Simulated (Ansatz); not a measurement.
An Ansatz (a program for electronic structure) run: MoCl6; Kohn–Sham DFT with the PBEsol functional, run in Ansatz with PAW and 420 eV plane waves, scalar-relativistic without spin-orbit coupling.

Input:

Ansatz 0.2 input:
```yaml
crystal:
  lattice:
    - [6.1284779069, 0, 0]
    - [-3.0642389535, 5.3074175539, 0]
    - [0, 0, 5.4920969629]
  atoms:
    - { symbol: Mo, position: [0, 0, 0.5] }
    - { symbol: Cl, position: [0.3045808063, 0.3045808063, 0.2590163986] }
    - { symbol: Cl, position: [0.6954191937, 0.6954191937, 0.7409836014] }
    - { symbol: Cl, position: [0.6954191937, 0, 0.2590163986] }
    - { symbol: Cl, position: [0.3045808063, 0, 0.7409836014] }
    - { symbol: Cl, position: [0, 0.6954191937, 0.2590163986] }
    - { symbol: Cl, position: [0, 0.3045808063, 0.7409836014] }
basis: { ecutwfc: 420, ecutrho_ratio: 4, xc_grid: 2, fft_grid_basis: typed }
kpoints: { mp_grid: { grid: [6, 6, 6] } }
hamiltonian:
  xc: pbesol
  dispersion: none
  pseudopotentials: { kind: paw }
scf: { occupations: { method: fermi_dirac, width: 0.05 }, convergence: { dr2_threshold: 0.0000000007 } }
output: { forces: true, stress: true }
```

Output (explanatory and most iteration lines left out):

```
Pseudopotential: Mo, paw, valence charge 14
Pseudopotential: Cl, paw, valence charge 7
Crystal: 7 atoms, lattice volume = 178.638 Å³
Basis set: ecut = 420 eV, 3469 PW (Γ), exchange–correlation on 90×90×80 points (8 copies of the dense FFT grid, shifted against one another)
Bands: 35, of which v1, the nominal top of the filled ones, is band 28 counted from 1 (27 counted from 0)
Symmetry: 12 space group operations
Space group: P-31m (ITA 162), of the structure as read, at distance tolerance 5.6e-5 Å
k-points: 34 of 216
Functional: x = pbesol(κ = 0.804, μ = 0.12345679012345678), c = pbesol(β = 0.046)
SCF iter   1: F=—  HF=-11267.557135 eV  |F-HF|=—  |Δ(HF+E_count)|=         —  Δρ=3.32e-3  dr2=2.01e-2  ethr=1.77e-3  ⟨swp⟩=7.7  Hψ=5527  notcnv=0
SCF iter   2: F=—  HF=-11267.555116 eV  |F-HF|=—  |Δ(HF+E_count)|=   2.02e-3  Δρ=1.73e-3  dr2=5.22e-3  ethr=3.59e-5  ⟨swp⟩=2.7  Hψ=2480  notcnv=0
SCF 1 converged in 9 iterations: F = -11267.555430 eV  dr2 = 3.64e-10
SCF converged after 9 iterations
Free energy (F): -11267.555430 eV
Internal energy: -11267.555421 eV  (E = F + TS)
E sigma→0 (E₀):  -11267.555425 eV
Entropy (-TS):   -0.000009 eV (-0.001 meV/atom)
Fermi energy:    2.773988 eV
--- Forces (eV/Å), atoms counted from 1 ---
  atom   1  Mo    -0.00000000    -0.00000000     0.00000000
  atom   2  Cl    -0.00003653    -0.00006328    -0.00013659
  atom   3  Cl     0.00003653     0.00006328     0.00013659
  atom   4  Cl     0.00007307     0.00000000    -0.00013659
  atom   5  Cl    -0.00007307    -0.00000000     0.00013659
  atom   6  Cl    -0.00003653     0.00006328    -0.00013659
  atom   7  Cl     0.00003653    -0.00006328     0.00013659
--- Stress (GPa, compression-positive) ---
        0.001434       0.000000      -0.000000
        0.000000       0.001434       0.000000
       -0.000000       0.000000       0.000789
  P = ⅓ Tr σ = 0.0012 GPa (0.012 kbar)
```

Stability against distortions was not tested. The cell is MoCl6 (space group P-31m, No. 162; a cell from a computed database, its experimental status unchecked).
